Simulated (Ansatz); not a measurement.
Reference: VPt (P4/mmm), PBEsol, DFPT electron-phonon coupling, linearised Boltzmann equation (plane waves, PAW, scalar-relativistic; Ansatz, a program for electronic structure); geometry: relaxed with this functional, without spin-orbit coupling.

```cif
data_PtV
_chemical_formula_sum 'V1 Pt1'
_space_group_name_H-M_alt 'P4/mmm'
_space_group_IT_number 123
_space_group_name_Hall '-P 4 2'
_cell_length_a 2.67045
_cell_length_b 2.67045
_cell_length_c 3.86130
_cell_angle_alpha 90.000
_cell_angle_beta 90.000
_cell_angle_gamma 90.000
loop_
_atom_site_label
_atom_site_type_symbol
_atom_site_symmetry_multiplicity
_atom_site_Wyckoff_symbol
_atom_site_fract_x
_atom_site_fract_y
_atom_site_fract_z
_atom_site_occupancy
V1 V 1 d 0.50000 0.50000 0.50000 1
Pt1 Pt 1 a 0.00000 0.00000 0.00000 1
```

* **resistivity at 300 K**: 12.0 μΩ·cm
* **mean free path at 300 K**: 8.6 nm
* **electron-phonon coupling λ**: 0.32
* **logarithmic mean phonon energy**: 21 meV

Replace V by Cd on the same sites and relax. What happens?

PtCd (P4/mmm): volume per atom 13.8 to 16.6 Å³; resistivity at 300 K falls (12.0 μΩ·cm to 3.8 μΩ·cm); mean free path at 300 K rises (8.6 nm to 33 nm); electron-phonon coupling λ falls (0.32 to 0.153); logarithmic mean phonon energy falls (21 meV to 10.1 meV).

Moves up to 6 % count as about the same. Metals; harmonic phonons alone scatter; means over directions. The mean free path is weighted by the current that each state carries. Halving the electron mesh moves these values by up to 5 %; q meshes are mostly untested. Some of the runs warned that the eigensolver left states short of its tolerance. Spin-orbit coupling is left out.

Formula and space group known from diffraction (Crystallography Open Database), not checked to be the room-temperature form: VPt (P4/mmm). Computed structure with no diffraction record at hand here (it may be known, metastable or hypothetical): PtCd (P4/mmm). Treated as nonmagnetic (a ferromagnetic start lost its moment, other orders weren't tried): VPt (P4/mmm). The missing spin-orbit coupling matters most for PtCd (P4/mmm), VPt (P4/mmm).
